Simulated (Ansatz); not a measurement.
We consider Bi₄Ge₃O₁₂ (I-43d, No. 220), described by PBEsol (Ansatz, an electronic-structure program, plane waves, PAW).

Run with plane-wave cutoff 520 eV, 6×6×6 k mesh, Fermi–Dirac smearing 0.01 eV, scalar-relativistic PAW data made under PBE.

The cell is scaled about its equilibrium volume:

```
V (Å³/atom)  P (GPa)  direct gap at Γ (eV)  smallest gap on the k mesh (eV)
-----------  -------  --------------------  -------------------------------
14.626          2.56                 4.002                            3.650
14.930          1.20                 3.995                            3.608
15.235          0.00                 3.988                            3.571
15.540         -1.05                 3.981                            3.540
15.845         -1.95                 3.978                            3.516
```

The fundamental gap (3.57 eV at the equilibrium volume, with added k points) lies elsewhere than Γ–Γ.

Spin–orbit coupling is not included; with these elements it can move the gap by several tenths of an eV or more.
